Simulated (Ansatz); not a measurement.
Start from Ir in the fcc (Cu type) structure (space group Fm-3m, No. 225; a = 3.871 Å).

Method: Ansatz (an electronic-structure program) PBE, spin-orbit coupling left out, earlier PAW set.

For the base:

- Lattice parameter a = 3.871 Å

Modification: Rh takes the place of Ir on all its sites, then cell and atoms are relaxed.

**Question.** How does this affect the lattice parameter a?

**Answer.** The lattice parameter a falls by 0.0404 Å, from 3.871 Å to 3.830 Å.

No phonon test of stability was made. The final runs are not spin-polarised.
